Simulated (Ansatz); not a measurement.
Migration barriers of vacancies in covalent semiconductors: PBE bands (Ansatz, a first-principles code, plane waves to 420 eV, PAW, climbing-image NEB) beside r2SCAN single points (500 eV) at the PBE geometries. Forward barriers of single hops from the lowest site run, static nuclei, no finite-size correction. The rows are a random draw from the bands that converged and passed our checks of state and shape. Saddle orders were checked for a part of the study's bands only and are not shown. Vacancies start on their lattice site; split forms were not set up. Charge states are imposed.

```csv
Defect,Route,"Hop (Å), direction in the unit cell","End over start, densest mesh run (eV)",Cell and PBE mesh,r2SCAN k-points,PBE (eV)
"B vacancy in zinc-blende BAs, charge -3",a nearby B jumps into the vacancy,"3.40 along (0.00, 0.50, -0.50)",0.00,"64 sites, one k-point at (0.250, 0.250, 0.250)",same mesh,3.17
"C vacancy in 3C silicon carbide, charge 0",a nearby C jumps into the vacancy,"3.18 along (0.00, -0.51, -0.51)",0.00,"64 sites, 2×2×2 shifted",same mesh,3.73
"P vacancy in zinc-blende GaP, charge +1",a nearby P jumps into the vacancy,"3.93 along (0.00, -0.51, -0.50)",0.00,"64 sites, one k-point at (0.250, 0.250, 0.250)",same mesh,2.25
"Ga vacancy in zinc-blende GaP, charge -3",a nearby Ga jumps into the vacancy,"3.75 along (0.00, 0.48, -0.48)",0.00,"64 sites, one k-point at (0.250, 0.250, 0.250)",same mesh,1.94
"P vacancy in zinc-blende InP, charge +3",a nearby P jumps into the vacancy (strongly reconstructed ends),"4.31 along (0.00, -0.51, -0.51)",0.00,"64 sites, one k-point at (0.250, 0.250, 0.250)",same mesh,1.66
"B vacancy in zinc-blende BP, charge -3",a nearby B jumps into the vacancy,"3.18 along (0.00, 0.49, -0.49)",0.00,"64 sites, 2×2×2 shifted",same mesh,3.21
"P vacancy in zinc-blende BP, charge +1",B jumps into the vacancy from a site of another element,"2.56 along (0.32, 0.32, -0.32)",0.41,"64 sites, 2×2×2 shifted",same mesh,2.53
"C vacancy in 3C silicon carbide, charge +2",a nearby C jumps into the vacancy,"3.08 along (0.00, -0.50, -0.50)",0.00,"64 sites, 2×2×2 shifted",same mesh,5.21
```

What does r2SCAN give for each row, and how does it differ from PBE over these rows?

In the order of the rows: 3.41, 4.08, 2.54, 2.14, 1.94, 3.47, 2.91, 5.66 eV. Against PBE it lies higher in 8 of 8 rows and lower in 0 (differences over 0.03 eV). The mean difference is +0.31 eV (median +0.29) and the mean size 0.31 eV; the largest, +0.45 eV, is in row 8.
